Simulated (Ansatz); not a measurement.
# TaN, response to strain

Take TaN (space group P-6m2, No. 187; a = 2.9362 Å, c = 2.8849 Å) as the base. Axes: x lies along a and z along c of the hexagonal cell.

Strains are applied to the cell and any free atomic positions relax; under biaxial strain the out-of-plane vector relaxes too; under stress the whole cell relaxes.

Computed with r2SCAN/PAW in Ansatz (a program for electronic structure), without spin-orbit coupling, earlier PAW set.

Notes on the quantities. energy relative to the base: free energy F.

```json
[
 {"change": "base", "energy relative to the base": "0 meV/atom", "volume per atom": "10.77 Å³"},
 {"change": "biaxial strain −0.69 %, plane normal [001], relaxed out of plane", "energy relative to the base": "–", "volume per atom": "10.65 Å³"},
 {"change": "biaxial strain +0.85 %, plane normal [001], relaxed out of plane", "energy relative to the base": "–", "volume per atom": "10.92 Å³"},
 {"change": "isotropic strain −1.81 %", "energy relative to the base": "?", "volume per atom": "10.20 Å³"},
 {"change": "isotropic strain +4.89 %", "energy relative to the base": "?", "volume per atom": "12.43 Å³"},
 {"change": "uniaxial strain ε_xx = −1.84 %", "energy relative to the base": "+8.1 meV/atom", "volume per atom": "10.57 Å³"},
 {"change": "uniaxial stress, 1 GPa compression along z", "energy relative to the base": "0.0 meV/atom", "volume per atom": "10.76 Å³"},
 {"change": "tensor shear ε_xy = +0.30 %", "energy relative to the base": "+0.3 meV/atom", "volume per atom": "10.77 Å³"},
 {"change": "uniaxial stress, 1 GPa tension along x", "energy relative to the base": "+0.1 meV/atom", "volume per atom": "10.78 Å³"},
 {"change": "uniaxial stress, 5 GPa tension along z", "energy relative to the base": "+1.1 meV/atom", "volume per atom": "10.81 Å³"}
]
```

Problem. Complete the table.

Solution. 
- isotropic strain −1.81 %, energy relative to the base: +38 meV/atom
- isotropic strain +4.89 %, energy relative to the base: +0.223 eV/atom

A case with no gap was solved on a k-mesh chosen for an insulator, which is coarse for it. Stability under load was not tested beyond the relaxation. All final runs are without spin polarisation. This is not the structure that TaN has at room temperature and ambient pressure.
